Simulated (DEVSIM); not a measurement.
System: abrupt InP n-p junction, at 300 K.

```tsv
layer (left to right)	material	thickness (μm)	Nd (cm⁻³)	Na (cm⁻³)	τn (s)	τp (s)
1	InP	18.0	3.3e16	-	5.2e-10	5.2e-10
2	InP	2.30	-	2.5e14	5.2e-10	5.2e-10
```

Left contact: ohmic. Right contact: ohmic. Voltage is applied to the left contact. Recombination: SRH at mid-gap, radiative, Auger. Mobility is constant in doping.

Constants are typed, rounded textbook-type inputs, not results; the design itself was drawn at random and stands for no fabricated device. Values at 300 K.

```csv
parameter,InP
gap (eV),1.344
affinity (eV),4.38
permittivity,12.5
Nc (cm⁻³),5.7e17
Nv (cm⁻³),1.1e19
μn (cm²/Vs),5200
μp (cm²/Vs),170
B (cm³/s),1.2e-10
Cn (cm⁶/s),9e-31
Cp (cm⁶/s),9e-31
```

Model (solved in DEVSIM): 1D drift-diffusion, Boltzmann statistics, complete ionisation; no tunnelling, impact ionisation, image-force lowering or self-heating.

Question: Tabulate band edges, carrier densities and field at -1.0 V on the left contact.

Answer: Energies count from the Fermi level of the right contact; mesh points crowd at the junctions.

```tsv
x (μm)	Ec (eV)	Ev (eV)	n (cm⁻³)	p (cm⁻³)	field (V/cm)
0.000	1.074	-0.270	3.3e16	< 1e2	≈ 0
0.03252	1.074	-0.270	3.3e16	< 1e2	≈ 0
0.1090	1.074	-0.270	3.3e16	< 1e2	≈ 0
0.2888	1.074	-0.270	3.3e16	< 1e2	≈ 0
0.9946	1.073	-0.271	3.3e16	< 1e2	≈ 0
2.371	1.073	-0.271	3.3e16	< 1e2	≈ 0
5.607	1.072	-0.272	3.3e16	< 1e2	≈ 0
13.32	1.069	-0.275	3.3e16	2.1e8	≈ 0
16.02	1.069	-0.276	3.3e16	5.7e10	≈ 0
17.17	1.068	-0.276	3.3e16	6.3e11	≈ 0
17.66	1.068	-0.276	3.3e16	1.8e12	≈ 0
17.91	1.069	-0.275	3.2e16	3.0e12	310
17.98	1.079	-0.266	2.2e16	5.0e12	4300
18.00	1.098	-0.246	1.0e16	1.1e13	8800
18.06	1.133	-0.211	2.6e15	4.5e13	4200
18.18	1.165	-0.179	7.5e14	1.5e14	1700
18.45	1.183	-0.161	2.8e14	3.6e14	98
19.07	1.165	-0.178	1.5e14	3.7e14	-480
19.93	1.106	-0.238	7.6e13	2.9e14	-930
20.15	1.083	-0.261	4.2e13	2.6e14	-1000
20.25	1.073	-0.271	1.7e13	2.5e14	-1100
20.30	1.068	-0.276	< 1e2	2.5e14	-1100
```
